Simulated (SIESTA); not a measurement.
A self-consistent single point of a sheet of PtSe2 (3 atoms in the cell) with SIESTA.

Computed with GGA PBE with spin-orbit coupling, numerical atomic orbitals DZP, PseudoDojo PBE fully relativistic norm-conserving potentials (rewritten from UPF to PSML) (SIESTA).

```
CELL_PARAMETERS angstrom
      3.61926     0.00000     0.00000
     -1.80963     3.13437     0.00000
      0.00000     0.00000    16.98204
ATOMIC_POSITIONS crystal
  Pt 0.00000 0.00000 0.50000
  Se 0.33333 0.66667 0.58780
  Se 0.66667 0.33333 0.41220
```

Reference input (self-consistent single point, DFT, GGA PBE, numerical atomic orbitals DZP, PseudoDojo PBE standard norm-conserving potentials (rewritten from UPF to PSML)): XC.functional = GGA; XC.authors = PBE; potentials = PseudoDojo PBE standard; PAO.BasisSize = DZP; PAO.EnergyShift = 0.01 Ry; MeshCutoff = 300 Ry; kgrid.MonkhorstPack = 9 9 1; OccupationFunction = MP; OccupationMPOrder = 0; ElectronicTemperature = 0.136 eV; MaxSCFIterations = 150; SCF.Mixer.Method = Pulay. This run's input differs from it in these lines:

```diff
@@ -1,2 +1,2 @@
-# files in the folder: Pt.psml Se.psml (PseudoDojo PBE standard)
+# files in the folder: Pt.psml Se.psml (PseudoDojo PBE fully relativistic)
 SystemName  PtSe2
@@ -36,2 +36,8 @@
 ElectronicTemperature        0.136 eV
+Spin                         spin-orbit
+%block DM.InitSpin
+  1 0.00 0.00 0.00
+  2 0.00 0.00 0.00
+  3 0.00 0.00 0.00
+%endblock DM.InitSpin
```

Log, with long lists cut:

```
        iscf     Eharris(eV)        E_KS(eV)     FreeEng(eV)     dDmax    Ef(eV) dHmax(eV)
   scf:    1   -10078.599222   -10128.397422   -10128.397422  0.343491 -1.134764 34.337978
     spin moment: {S} , |S| = {   -0.00000    0.00000    0.00000 }     0.00000
   scf:    2   -10152.606993   -10149.274566   -10149.274578  0.204852 -3.804092  1.796753
     spin moment: {S} , |S| = {   -0.00000    0.00000    0.00000 }     0.00000
   scf:    3   -10149.569669   -10149.458572   -10149.458577  0.025455 -3.721754  1.010301
     spin moment: {S} , |S| = {    0.00000    0.00000    0.00000 }     0.00000
   [... lines left out ...]
     spin moment: {S} , |S| = {   -0.00000   -0.00000   -0.00000 }     0.00000
   scf:    7   -10149.570508   -10149.570769   -10149.570775  0.001391 -3.802263  0.002450
     spin moment: {S} , |S| = {    0.00000   -0.00000    0.00000 }     0.00000
   scf:    8   -10149.570877   -10149.570768   -10149.570775  0.000108 -3.802766  0.005304
     spin moment: {S} , |S| = {    0.00000   -0.00000   -0.00000 }     0.00000
   scf:    9   -10149.570574   -10149.570769   -10149.570776  0.000050 -3.803029  0.000192
     spin moment: {S} , |S| = {    0.00000   -0.00000    0.00000 }     0.00000
SCF Convergence by DM+H criterion
max |DM_out - DM_in|         :     0.0000496029
max |H_out - H_in|      (eV) :     0.0001918269
SCF cycle converged after 9 iterations

Using DM_out to compute the final energy and forces

siesta: E_KS(eV) =           -10149.5708

siesta: E_KS - E_eggbox =    -10149.5708

siesta: Atomic forces (eV/Ang):
     1   -0.000000    0.000000   -0.000019
     2   -0.000143    0.000081   -0.687006
     3    0.000143   -0.000081    0.687025
   Tot   -0.000000   -0.000000   -0.000000
   Max    0.687025
   Res    0.323862    sqrt( Sum f_i^2 / 3N )
   Max    0.687025    constrained

Stress tensor Voigt[x,y,z,yz,xz,xy] (kbar):       -2.33       -2.06       16.61       -0.00        0.00        0.23
(Free)E + p*V (eV/cell)   -10150.0606
Target enthalpy (eV/cell)   -10149.5708

   [... lines left out ...]
siesta: FreeEng =    -10149.570776
siesta: Cell volume =        192.645601 Ang**3
siesta:          -4.07391557          1.60464435  kBar
   [... lines left out ...]
     2     0.240202   15.759798    0.000000    0.000000   -0.000000   -0.000000  Se
     3     0.240204   15.759796    0.000000   -0.000000    0.000000   -0.000000  Se
 Total     0.000000                0.000000    0.000000   -0.000000    0.000000

siesta: Electric dipole (a.u.)  =   -0.000000   -0.000000   -0.000005
siesta: Electric dipole (Debye) =   -0.000000   -0.000000   -0.000014
```

The run converged in 9 iterations. Against the reference run the largest force goes from 0.615 to 0.687 eV/Å and the gap on the mesh goes from 0.895 to 0.695 eV.

The starting cell was generated: these elements placed on a structure prototype, without a prior relaxation; it need not be a known phase or ordering of this composition. Its lattice was rescaled in the plane by a random factor within 2.5 % of one. Values carry the incompleteness of an atom-centred basis.

Cost on one core of a shared machine: roughly 40 s.
